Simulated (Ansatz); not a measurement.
The reference is Ti in the hcp (Mg type) structure (space group P6_3/mmc, No. 194; a = 2.902 Å, c = 4.593 Å; relaxed with 0.1 eV smearing).

All numbers come from plane-wave PAW DFT at the PBEsol level (Ansatz, a quantum-chemistry and plane-wave program, 420 eV), no spin-orbit coupling.

Strains are applied to the cell and any free atomic positions relax.

One change was made to it. Results:

The energy goes up by 13 meV/atom; the pressure (mean of the normal stresses, compression positive) goes from zero to 5.8 GPa.

Q: Which of these changes matches the shifts?
A) isotropic strain +1.50 %
B) isotropic strain −0.50 %
C) isotropic strain −3.00 %
D) isotropic strain −1.00 %
E) isotropic strain −1.50 %

A: E, isotropic strain −1.50 %. For comparison, the pressure in the other runs: isotropic strain −0.50 % gives 1.8 GPa; isotropic strain +1.50 % gives -4.9 GPa; isotropic strain −3.00 % gives 12.7 GPa; isotropic strain −1.00 % gives 3.8 GPa.

Stability against distortions was not tested. The final runs are not spin-polarised.
